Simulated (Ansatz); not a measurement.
We consider Sr4N2O (model structure, started from the Ca4P2O type, I4/mmm, No. 139, 7 atoms in the cell), described by PBE (Ansatz, a quantum-chemistry and plane-wave program, plane waves, PAW).

Numerical settings: plane-wave cutoff 520 eV, 16×16×16 k mesh, Fermi–Dirac smearing 0.05 eV, scalar-relativistic PAW data made under PBE.

Cell (relaxed at this level):

Sr4N2O is modelled in the tetragonal space group I4/mmm (No. 139), Pearson symbol tI14. Conventional cell: a = b = 4.704 Å, c = 13.819 Å, α = β = γ = 90.00°. Sr1 on 4e has 1 N at 2.442 Å and 4 N at 3.439 Å and 1 O at 2.671 Å. Sr2 on 4c is surrounded by 2 O at 2.352 Å and 4 N at 2.960 Å (octahedral). N on 4e sees 1 Sr at 2.442 Å and 4 Sr at 2.960 Å and 4 Sr at 3.439 Å. O on 2a has 4 Sr at 2.352 Å and 2 Sr at 2.671 Å (octahedral). (Neighbours: up to the widest gap in distance over summed covalent radii, below 1.35, at either atom; cation-cation and far metal-metal contacts left out.)
(The calculation used a cell of 7 atoms; values per cell refer to that cell.)

**Question.** Give the computed bulk modulus B0.

**Answer.** 
- bulk modulus B0 = 56.0 GPa

The run finds no gap.

Note: the bulk modulus is −V dP/dV from two relaxed cells at ±2 % in volume; the relaxation could raise the start's symmetry but not lower it, so the cell can be a saddle point.

The computed numbers hold no vibrational or temperature effects.

Cost on a shared machine: around 14 core-minutes (rough).

A model structure was made by putting elements into a prototype or built by hand; it is no filed structure, need not be a known phase, and can be a saddle point held by its symmetry.
